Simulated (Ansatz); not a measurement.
## MgB2 under a change: uniaxial strain ε_zz = +0.50 %

The reference is MgB2 (space group P6/mmm, No. 191; a = 3.064 Å, c = 3.498 Å; relaxed with 0.1 eV smearing). Axes: x lies along a and z along c of the hexagonal cell.

The change: uniaxial strain ε_zz = +0.50 %, all other strain components held at zero, atoms relaxed at fixed cell.

Level of theory: Ansatz (an electronic-structure program) PBEsol, no SOC. Settings: 22×22×17 k-points, 0.1 eV Fermi–Dirac smearing.

- Volume per atom: 9.53 Å³ (base 9.48 Å³)
- Shortest interatomic distance: 1.769 Å (base 1.769 Å)
- Energy relative to the base (free energy F): +0.2 meV/atom
- Pressure (mean of the normal stresses, compression positive): -0.6 GPa (base 0.0 GPa)
- Band gap: zero (base zero)
- Stress (xx, yy, zz, yz, xz, xy; compression positive): (-0.2, -0.2, -1.3, 0.0, 0.0, 0.0) GPa

No phonon test of stability was made. All final runs are without spin polarisation.
